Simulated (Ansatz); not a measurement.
# A computed series for PbS: pressure series

The reference is PbS in the rock salt structure (space group Fm-3m, No. 225).

PbS has the cubic space group Fm-3m (No. 225), the rock salt structure, Pearson symbol cF8. Conventional cell: a = b = c = 5.903 Å, α = β = γ = 90.00°. S on 4a is coordinated by 6 Pb at 2.951 Å (octahedral). Pb on 4b is surrounded by 6 S at 2.951 Å (octahedral). (Neighbours: up to the widest gap in distance over summed covalent radii, below 1.35, at either atom; cation-cation and far metal-metal contacts left out.)
(The calculation used a cell of 2 atoms; values per cell refer to that cell.)

Cell and atoms are relaxed at each pressure.

All numbers come from Ansatz (a program for electronic structure), PBEsol, PAW, cutoff 420 eV, no spin-orbit coupling, earlier PAW set.

```
pressure (GPa)  volume per atom (Å³/atom)
--------------  -------------------------
-2                                 26.661
-1                                      ?
0                                  25.709
0.3                                25.582
0.7                                25.418
1.5                                25.106
3                                  24.559
```

Task: Fit the third-order Birch–Murnaghan form P(V) = (3B₀/2)[(V₀/V)^(7/3) − (V₀/V)^(5/3)]·[1 + (3/4)(B₀′ − 4)((V₀/V)^(2/3) − 1)] (squares taken in P) to the rows shown and predict the withheld row.

Result: Least squares on the printed values gives V₀ = 25.711 Å³/atom, B₀ = 59.5 GPa, B₀′ = 4.2; this predicts 26.163 Å³/atom, and the run gives 26.166 Å³/atom, 0.003 higher.

With Pb present, leaving out spin-orbit coupling can change the band edges. Load acts through the strain it causes; cell and atoms are relaxed under it. Stability against distortions was not tested. All final runs are without spin polarisation.
